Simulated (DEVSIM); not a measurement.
Structure: In0.49Ga0.51P/GaAs p-n heterojunction, at 350 K.

Layer 1 from the left is In0.49Ga0.51P, thickness (μm) 0.0510, Na (cm⁻³) 2.3e17, τn (s) 1.1e-8, τp (s) 1.1e-8. Layer 2 from the left is GaAs, thickness (μm) 4.10, Nd (cm⁻³) 8.4e16, τn (s) 1.1e-8, τp (s) 1.1e-8.

Left contact: ohmic. Right contact: ohmic. Voltage is applied to the left contact. Recombination: SRH at mid-gap. Mobility is μmin + (μ − μmin)/(1 + (N/Nref)^α).

Constants are typed, rounded textbook-type inputs, not results; the design itself was drawn at random and stands for no fabricated device. Values at 300 K; Nc and Nv go as T^1.5, mobilities as T to minus their exponent, the gap by Varshni's rule with the affinity fixed.

In0.49Ga0.51P: gap (eV) 1.89, affinity (eV) 4, permittivity 11.8, Nc (cm⁻³) 9e17, Nv (cm⁻³) 1.3e19, μn (cm²/Vs) 1500, μp (cm²/Vs) 80, μn,min 400, μp,min 15, Nref,n 2e16, Nref,p 1.5e17, αn 0.7, αp 0.8, T exponent of μn 1.66, T exponent of μp 2, Varshni α (eV/K) 0.0005, Varshni β (K) 250. GaAs: gap (eV) 1.424, affinity (eV) 4.07, permittivity 12.9, Nc (cm⁻³) 4.7e17, Nv (cm⁻³) 9e18, μn (cm²/Vs) 8500, μp (cm²/Vs) 400, μn,min 500, μp,min 20, Nref,n 6e16, Nref,p 1.5e17, αn 0.39, αp 0.38, T exponent of μn 2.1, T exponent of μp 2.2, Varshni α (eV/K) 0.000541, Varshni β (K) 204.

Simulated with DEVSIM: 1D drift-diffusion, Boltzmann statistics, complete ionisation; no tunnelling, impact ionisation, image-force lowering or self-heating. Band offsets follow the typed affinities; no thermionic-emission limit at abrupt steps, no polarisation charge.

What does the simulation give for the largest field in the device at zero bias, the potential step across the device at zero bias?

largest field in the device at zero bias 180000 V/cm; potential step across the device at zero bias 1.612 V.
